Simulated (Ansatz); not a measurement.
Start from BaTiO3 in the cubic perovskite structure (space group Pm-3m, No. 221; a = 3.994 Å). Axes: x, y, z lie along the cube axes.

Calculations: r2SCAN (Ansatz, a first-principles code, PAW, spin-orbit coupling left out), earlier PAW set.

Strains are applied to the cell and any free atomic positions relax.

One change was made to it. Results:

```tsv
quantity	base	after
pressure (mean of the normal stresses, compression positive)	0.00 GPa	2.96 GPa
shortest interatomic distance	1.997 Å	1.980 Å
```

Which change produced these results?
(A) isotropic strain −0.60 %
(B) isotropic strain −3.00 %
(C) uniaxial strain ε_zz = +0.96 %
(D) uniaxial strain ε_yy = +1.08 %
(E) strain tensor (xx, yy, zz, yz, xz, xy) = (−0.75, +0.07, −0.87, +0.13, −0.33, −0.66) %

E, strain tensor (xx, yy, zz, yz, xz, xy) = (−0.75, +0.07, −0.87, +0.13, −0.33, −0.66) %. For comparison, the pressure in the other runs: isotropic strain −3.00 % gives 20.24 GPa; uniaxial strain ε_yy = +1.08 % gives -1.87 GPa; uniaxial strain ε_zz = +0.96 % gives -1.67 GPa; isotropic strain −0.60 % gives 3.40 GPa.

No phonon test of stability was made. The final runs are not spin-polarised. Many cubic perovskites are stable only at high temperature; tilts and polar distortions were not tested. This is not the structure that BaTiO3 has at room temperature and ambient pressure.
